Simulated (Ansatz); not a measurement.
**Input and output of a self-consistent single point for Sc3B2Rh5 (P4/mbm, 20 atoms in the cell) (Ansatz, a program for electronic structure)**

Level of theory: PBEsol, default PAW files made with PBE (plane waves; Ansatz).

This input was run:

Ansatz 0.2 input:
```yaml
# Sc3B2Rh5
crystal:
  lattice:
    - [9.427477, 0.000000, 0.000000]
    - [0.000000, 9.427477, 0.000000]
    - [0.000000, 0.000000, 3.087776]
  atoms:
    - { symbol: Sc, position: [0.000000, 0.000000, 0.000000] }
    - { symbol: Sc, position: [0.500000, 0.500000, 0.000000] }
    - { symbol: Sc, position: [0.325040, 0.825040, 0.000000] }
    - { symbol: Sc, position: [0.174960, 0.325040, 0.000000] }
    - { symbol: Sc, position: [0.674960, 0.174960, 0.000000] }
    - { symbol: Sc, position: [0.825040, 0.674960, 0.000000] }
    - { symbol: Rh, position: [0.222300, 0.071050, 0.500000] }
    - { symbol: Rh, position: [0.928950, 0.222300, 0.500000] }
    - { symbol: Rh, position: [0.777700, 0.928950, 0.500000] }
    - { symbol: Rh, position: [0.071050, 0.777700, 0.500000] }
    - { symbol: Rh, position: [0.722300, 0.428950, 0.500000] }
    - { symbol: Rh, position: [0.428950, 0.277700, 0.500000] }
    - { symbol: Rh, position: [0.277700, 0.571050, 0.500000] }
    - { symbol: Rh, position: [0.571050, 0.722300, 0.500000] }
    - { symbol: B, position: [0.122300, 0.622300, 0.000000] }
    - { symbol: B, position: [0.377700, 0.122300, 0.000000] }
    - { symbol: B, position: [0.877700, 0.377700, 0.000000] }
    - { symbol: B, position: [0.622300, 0.877700, 0.000000] }
    - { symbol: Rh, position: [0.000000, 0.500000, 0.500000] }
    - { symbol: Rh, position: [0.500000, 0.000000, 0.500000] }
basis:
  ecutwfc: 420.0
kpoints:
  mp_grid: { grid: [3, 3, 9] }
hamiltonian:
  xc: pbesol
  pseudopotentials: { kind: paw }
scf:
  occupations: { method: cold, width: 0.272 }
output:
  forces: true
  eigenvalues: true
  stress: true
```

The program printed (abridged):

```
WARN ansatz: RAYON_NUM_THREADS=1 ignored (pool sized by the plan → 1); use --threads N
Pseudopotentials: kind: paw
Pseudopotential: Sc, paw, valence charge 11
Pseudopotential: Rh, paw, valence charge 17
Pseudopotential: B, paw, valence charge 3
Crystal: 20 atoms, lattice volume = 274.433 Å³
Basis set: ecut = 420 eV, 5339 PW (Γ), exchange–correlation on 128×128×48 points (8 copies of the dense FFT grid, shifted against one another)
Bands: 149, of which v1, the nominal top of the filled ones, is band 124 counted from 1 (123 counted from 0)
Symmetry: 16 space group operations
Space group: P4/mbm (ITA 127), of the structure as read, at distance tolerance 6.5e-5 Å
k-points: 15 of 81
PAW frozen core: Sc, regenerated for the run's functional, and the local potential with it
PAW frozen core: Rh, regenerated for the run's functional, and the local potential with it
PAW frozen core: B, regenerated for the run's functional, and the local potential with it
Initial density: superposition of atomic densities (neutral atoms: chi_scale 0, normalization atom), corrected by the library's trained network
Initial wavefunctions: pseudopotential atomic-orbital guess
Eigensolver: davidson
Functional: x = pbesol(κ = 0.804, μ = 0.12345679012345678), c = pbesol(β = 0.046)
SCF iter   1: F=—  HF=-76684.551189 eV  |F-HF|=—  |Δ(HF+E_count)|=         —  Δρ=1.64e-2  dr2=1.03e0  ethr=1.77e-3  ⟨swp⟩=5.0  Hψ=6984  notcnv=0
all-band conjugate gradients solve this SCF's bands
preconditioner: auto → Kerker (q_TF=auto, 2.683 Å⁻¹)
SCF iter   2: F=—  HF=-76684.431710 eV  |F-HF|=—  |Δ(HF+E_count)|=   1.19e-1  S|Δr|=    0.00e0  Δρ=6.38e-3  dr2=1.77e-1  ethr=4.15e-4  ⟨swp⟩=1.0  Hψ=2580  notcnv=0
SCF iter   3: F=—  HF=-76684.406469 eV  |F-HF|=—  |Δ(HF+E_count)|=   2.52e-2  S|Δr|=    0.00e0  Δρ=1.51e-3  dr2=6.49e-3  ethr=7.13e-5  ⟨swp⟩=2.0  Hψ=2683  notcnv=0
SCF iter   4: F=—  HF=-76684.405245 eV  |F-HF|=—  |Δ(HF+E_count)|=   1.22e-3  S|Δr|=    0.00e0  Δρ=2.89e-4  dr2=3.74e-4  ethr=2.62e-6  ⟨swp⟩=2.0  Hψ=2963  notcnv=0
SCF iter   5: F=—  HF=-76684.405196 eV  |F-HF|=—  |Δ(HF+E_count)|=   4.84e-5  S|Δr|=    0.00e0  Δρ=6.97e-5  dr2=1.14e-5  ethr=1.51e-7  ⟨swp⟩=2.0  Hψ=2631  notcnv=0
SCF iter   6: F=—  HF=-76684.405857 eV  |F-HF|=—  |Δ(HF+E_count)|=   6.60e-4  S|Δr|=    0.00e0  Δρ=1.49e-5  dr2=6.79e-7  ethr=4.59e-9  ⟨swp⟩=2.1  Hψ=3260  notcnv=0
SCF iter   7: F=-76684.405857 eV  HF=-76684.405857 eV  |F-HF|=7.06e-8  |Δ(HF+E_count)|=   5.57e-8  S|Δr|=    0.00e0  Δρ=5.49e-6  dr2=9.93e-8  ethr=4.03e-11  ⟨swp⟩=8.7  Hψ=7826  notcnv=0
SCF 1 converged in 7 iterations: F = -76684.405857 eV  dr2 = 9.93e-8
SCF converged after 7 iterations
Stability not checked (fill_not_monotonic)
Free energy (F): -76684.405857 eV
Harris-Foulkes:  -76684.405857 eV  (|F-HF|=7.06e-8)
Internal energy: -76684.427117 eV  (E = F + TS)
E sigma→0 (E₀):  -76684.412943 eV
Entropy (-TS):   0.021260 eV (1.063 meV/atom)
Fermi energy:    17.353035 eV
--- Per-component energies (eV) ---
  E_band       = -2042.706701
  E_kinetic    = 7512.031080
  E_local      = -23047.749020  (includes V_loc(G=0)·N_el)
  E_nonlocal   = 4102.957026
  E_hartree    = 8267.849744
  E_xc         = -2968.320450
  E_vxc        = -3722.459286  (∫ρ·V_xc dr)
  E_paw        = -41131.915681  (= ΣΔE_a)
  E_vpaw       = -3423.163820  (= ΣTr[D̂ρ^β])
  E_aug_tail   = 0.008361  (compensation charges beyond the density's cutoff)
  E_ewald      = -29422.883168
  E_core_change = 3.594991  (= ΣΔE_core)
  E_smearing   = 0.021260  (= −TS)
  E_closure    = -0.000000  (closes the sum)
  Σ components = -76684.405857   (vs F -76684.405857, Δ=0.00e0)
--- Forces (eV/Å), atoms counted from 1 ---
  atom   1  Sc     0.00000000     0.00000000     0.00000000
  atom   2  Sc     0.00000000    -0.00000000     0.00000000
  atom   3  Sc     0.01572741     0.01572741     0.00000000
  atom   4  Sc    -0.01572741     0.01572741     0.00000000
  atom   5  Sc    -0.01572741    -0.01572741     0.00000000
  atom   6  Sc     0.01572741    -0.01572741     0.00000000
  atom   7  Rh     0.14751559     0.05890629     0.00000000
  atom   8  Rh    -0.05890629     0.14751559     0.00000000
  atom   9  Rh    -0.14751559    -0.05890629     0.00000000
  atom  10  Rh     0.05890629    -0.14751559     0.00000000
  atom  11  Rh     0.14751559    -0.05890629     0.00000000
  atom  12  Rh    -0.05890629    -0.14751559     0.00000000
  atom  13  Rh    -0.14751559     0.05890629     0.00000000
  atom  14  Rh     0.05890629     0.14751559     0.00000000
  atom  15  B      0.00493180     0.00493180     0.00000000
  atom  16  B     -0.00493180     0.00493180     0.00000000
  atom  17  B     -0.00493180    -0.00493180     0.00000000
  atom  18  B      0.00493180    -0.00493180     0.00000000
  atom  19  Rh     0.00000000     0.00000000     0.00000000
  atom  20  Rh     0.00000000    -0.00000000     0.00000000
  max |Σ_I F_I| component: 8.67e-19 eV/Å
--- Stress (GPa, compression-positive) ---
       -2.882678       0.000000       0.000000
        0.000000      -2.882678       0.000000
        0.000000       0.000000      -2.890474
  P = ⅓ Tr σ = -2.8853 GPa (-28.853 kbar)
  The stress holds the Pulay correction. Without it, at fixed plane waves, as pw.x and ABINIT print it: P = -2.9680 GPa
--- Band table (eV; the first three rows and the last of 15) ---
  k-point 0: bands = ["-61.3482", "-61.3481", "-61.1206", "-61.1195", "-61.1195", "-61.1153", "-61.1075", "-61.1048", "-61.1048", "-61.1022", "-31.7926", "-31.7926", "-31.7915", "-31.7864", "-31.1889", "-31.1877", "-29.4902", "-29.4902", "-29.2620", [...]
  k-point 1: bands = ["-61.3474", "-61.3474", "-61.1199", "-61.1187", "-61.1187", "-61.1146", "-61.1068", "-61.1041", "-61.1041", "-61.1015", "-31.7873", "-31.7873", "-31.7864", "-31.7821", "-31.1826", "-31.1816", "-29.4888", "-29.4888", "-29.2736", [...]
  k-point 2: bands = ["-61.3456", "-61.3455", "-61.1180", "-61.1169", "-61.1169", "-61.1128", "-61.1050", "-61.1023", "-61.1023", "-61.0996", "-31.7738", "-31.7738", "-31.7734", "-31.7714", "-31.1668", "-31.1661", "-29.4853", "-29.4853", "-29.3031", [...]
  k-point 14: bands = ["-61.3421", "-61.3420", "-61.1143", "-61.1138", "-61.1123", "-61.1111", "-61.1000", "-61.0989", "-61.0985", "-61.0974", "-31.7503", "-31.7498", "-31.7485", "-31.7483", "-31.1370", "-31.1369", "-29.4790", "-29.4789", [...]
```

The run converged in 7 iterations.

The starting cell comes from a database of published, mostly measured structures (it also holds non-ambient and calculated ones), without a prior relaxation at this level. Its lattice was rescaled by a random factor within 2.5 % of one. Spin polarisation is off. Ansatz's pressure includes its estimate of the finite-basis (Pulay) stress.

Cost on one core of a shared machine: roughly 40 s.
